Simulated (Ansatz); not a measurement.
The reference is SrHg in the CsCl type structure (space group Pm-3m, No. 221; a = 3.919 Å). Axes: x, y, z lie along the cube axes.

Level of theory: DFT with PBEsol, PAW potentials and a 420 eV plane-wave cutoff in Ansatz (a quantum-chemistry and plane-wave program), without spin-orbit coupling.

Strains are applied to the cell and any free atomic positions relax; under biaxial strain the out-of-plane vector relaxes too.

One change was made to it. Results:

The energy increases by 6.9 meV/atom; the pressure goes from zero to -1.4 GPa; the band gap is still zero.

**Question.** What was done to the base?
A. isotropic strain +1.63 %
B. biaxial strain +0.88 %, plane normal [001], relaxed out of plane
C. uniaxial strain ε_xx = −0.74 %

**Answer.** A, isotropic strain +1.63 %. For comparison, the energy relative to the base in the other runs: uniaxial strain ε_xx = −0.74 % gives +0.2 meV/atom; biaxial strain +0.88 %, plane normal [001], relaxed out of plane gives +0.4 meV/atom.

Without a gap, meshes like the base's 12×12×12 leave anisotropic stresses uncertain by several tenths of a GPa, and small strain energies with them. No phonon test of stability was made.
